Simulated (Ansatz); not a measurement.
Consider ZnCu in the CsCl type structure (space group Pm-3m, No. 221; a = 2.964 Å; relaxed with 0.1 eV smearing).

All numbers come from DFT with PBE, PAW potentials and a 420 eV plane-wave cutoff in Ansatz (a program for electronic structure), no spin-orbit coupling.

Strains are applied to the cell and any free atomic positions relax.

One change was made to it. Results:

```tsv
quantity	base	after
energy relative to the base (free energy F)	0 meV/atom	+34 meV/atom
pressure	0.0 GPa	-8.1 GPa
```

### Question
What was done to the base?
A. isotropic strain −3.00 %
B. isotropic strain −1.00 %
C. isotropic strain +3.00 %
D. isotropic strain +1.50 %

### Answer
C, isotropic strain +3.00 %. For comparison, the energy relative to the base in the other runs: isotropic strain −1.00 % gives +4.4 meV/atom; isotropic strain −3.00 % gives +43 meV/atom; isotropic strain +1.50 % gives +8.9 meV/atom.

Stability against distortions was not tested. The final runs are not spin-polarised.
